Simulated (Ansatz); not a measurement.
We consider BaAlHO₂ (model structure, started from the SrVO2H type, P4/mmm, No. 123, 5 atoms in the cell), described by PBE (Ansatz, a first-principles code, plane waves, PAW).

Run with plane-wave cutoff 520 eV, 10×10×8 k mesh (along the axes of the cell as run), Fermi–Dirac smearing 0.01 eV, scalar-relativistic PAW data made under PBE.

Cell (relaxed with PBEsol):

```
CELL_PARAMETERS angstrom
      3.81661     0.00000     0.00000
      0.00000     3.81661     0.00000
      0.00000     0.00000     3.95732
ATOMIC_POSITIONS crystal
  Ba 0.50000 0.50000 0.50000
  Al 0.00000 0.00000 0.00000
  O  0.50000 0.00000 0.00000
  O  0.00000 0.50000 0.00000
  H  0.00000 0.00000 0.50000
```

### Question
Give the computed band gap, smallest direct gap on the k points sampled and Γ–Γ gap.

### Answer

band gap: 2.69 eV
smallest direct gap on the k points sampled: 3.25 eV
Γ–Γ gap: 4.95 eV

Note: the relaxation could raise the start's symmetry but not lower it, so the cell can be a saddle point; cell and atoms aren't relaxed at this level (pressure 4.8 GPa).

Spin–orbit coupling is not included.

Computed values are for the static lattice.

It cost about 8 core-seconds (a rough figure) of CPU time.

A model structure was made by putting elements into a prototype or built by hand; it is no filed structure, need not be a known phase, and can be a saddle point held by its symmetry.
